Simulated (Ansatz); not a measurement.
Si (Fd-3m), HSE06 with spin-orbit coupling, rigid bands (Ansatz, an electronic-structure program): N_v = 2.05e19 cm⁻³ at 300 K and a hole conductivity mass of 0.363 mₑ.

Question: For 1e17 holes per cm³ at 300 K, place the Fermi level, estimate the Seebeck coefficient of a parabolic band with constant τ, and give mobility and conductivity for τ = 10 fs.

Answer: The level lies k_BT ln(N_v/p) = 0.138 eV above the valence-band maximum. S ≈ +(k_B/e)[ln(N_v/p) + 5/2] = 674 μV/K, against 704 μV/K from the full bands (mean over directions). μ = eτ/m = 48.5 cm²/(V·s) and σ = peμ = 0.776 S/cm. τ is assumed, not computed.

Band transport and this doping are assumed; polarons and phonon drag are left out. Geometry: cell and atoms relaxed with PBEsol.
